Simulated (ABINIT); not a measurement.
Input and output of a self-consistent single point for Hf2S (P6_3/mmc, 6 atoms in the cell) (ABINIT).

Method of the run: LDA (PW92), PAW (JTH v2.0 LDA PAW) (plane waves; ABINIT 10.0.3).

The change in words: lattice scaled by 0.98. Reference geometry:
```
Hf2S
1.0
    3.32366     0.00000     0.00000
   -1.66183     2.87837     0.00000
    0.00000     0.00000    11.54165
Hf S
4 2
Direct
  0.66667   0.33333   0.89981
  0.33333   0.66667   0.10019
  0.33333   0.66667   0.39981
  0.66667   0.33333   0.60019
  0.00000   0.00000   0.75000
  0.00000   0.00000   0.25000
```

Reference input (self-consistent single point, DFT, LDA (PW92), plane waves, PAW (JTH v2.0 LDA PAW)): pseudos = [Hf.LDA_PW-JTH.xml, S.LDA_PW-JTH.xml]; ecut = 571 eV; pawecutdg = 1143 eV; pawxcdev = 0; ixc = 7; occopt = 3; tsmear = 0.05 eV; ngkpt = 8 8 2; nshiftk = 1; shiftk = 0 0 0; potentials = JTH v2.0 LDA PAW; nband = 39. This run's input differs from it in these lines:

```diff
@@ -3,6 +3,6 @@
 pseudos "Hf.LDA_PW-JTH.xml, S.LDA_PW-JTH.xml"
-acell 6.2808000859 6.2808000859 21.8105556366
+acell 6.1551846558 6.1551846558 21.3743444860
 rprim
-         1.0000000000   -0.0000000190    0.0000000000
-        -0.4999999836    0.8660254133    0.0000000000
+         1.0000000000   -0.0000001087    0.0000000000
+        -0.4999999058    0.8660254581    0.0000000000
          0.0000000000    0.0000000000    1.0000000000
```

Log, with long lists cut:

```
--- !BeginCycle
solver: {iscf: 17, nstep: 60, nline: 4, wfoptalg: 10, }
tolerances: {tolvrs: 1.00E-10, }
...

     iter   Etot(hartree)      deltaE(h)  residm     nres2
 ETOT  1  -218.93530854374    -2.189E+02 2.057E+00 3.593E+00
 ETOT  2  -222.13595490183    -3.201E+00 4.497E-02 6.300E+00
 ETOT  3  -222.11791100697     1.804E-02 1.873E-02 2.914E+00
 ETOT  4  -222.10372198543     1.419E-02 8.592E-03 5.472E-01
 ETOT  5  -222.10274833140     9.737E-04 8.947E-03 2.347E-02
   [... 5 lines left out ...]
 ETOT 11  -222.10285219393    -8.077E-11 6.151E-04 2.402E-08
 ETOT 12  -222.10285219385     7.893E-11 2.983E-04 2.606E-09
 ETOT 13  -222.10285219384     4.690E-12 2.565E-04 1.089E-10
 ETOT 14  -222.10285219384     1.819E-12 2.109E-04 1.328E-11
 At SCF step   14       nres2   =  1.33E-11 < tolvrs=  1.00E-10 =>converged.

 Cartesian components of stress tensor (hartree/bohr^3)
  sigma(1 1)= -2.94619763E-04  sigma(3 2)=  0.00000000E+00
  sigma(2 2)= -2.94619759E-04  sigma(3 1)=  0.00000000E+00
  sigma(3 3)= -4.14231164E-04  sigma(2 1)= -3.27612811E-12

 ----iterations are completed or convergence reached----

 reduced coordinates (array xred) for    6 atoms
       0.666666666667      0.333333333333      0.899810000000
       0.333333333333      0.666666666667      0.100190000000
       0.333333333333      0.666666666667      0.399810000000
       0.666666666667      0.333333333333      0.600190000000
       0.000000000000      0.000000000000      0.750000000000
       0.000000000000      0.000000000000      0.250000000000
 cartesian forces (eV/Angstrom) at end:
   [... lines left out ...]
 Fermi (or HOMO) energy (hartree) =   0.06776   Average Vxc (hartree)=  -0.45158
   [... lines left out ...]
'-kT*entropy'       : -7.53754527479264E-04
total_energy        : -2.22102851305736E+02
total_energy_eV     : -6.04372594328087E+03
...

-Cartesian components of stress tensor (GPa)         [Pressure=  9.8410E+00 GPa]
- sigma(1 1)= -8.66801123E+00  sigma(3 2)=  0.00000000E+00
- sigma(2 2)= -8.66801112E+00  sigma(3 1)=  0.00000000E+00
- sigma(3 3)= -1.21870996E+01  sigma(2 1)= -9.63870005E-08

 Calculation completed.
```

The run converged in 14 iterations. Against the reference run the free energy goes up by 31.6 meV/atom, the pressure goes from -0.59 to 9.84 GPa and the largest force moves little (0.193 to 0.187 eV/Å).

The starting cell comes from a database of computed structures (which also holds hypothetical and non-ambient phases and stackings), without a prior relaxation at this level. Its lattice was rescaled by a random factor within 2.5 % of one. For this run, on top of that: lattice scaled by 0.98. With a pressure of about 10 GPa the cell is away from its equilibrium volume at this level.

Cost on one core of a shared machine: roughly 6 min.
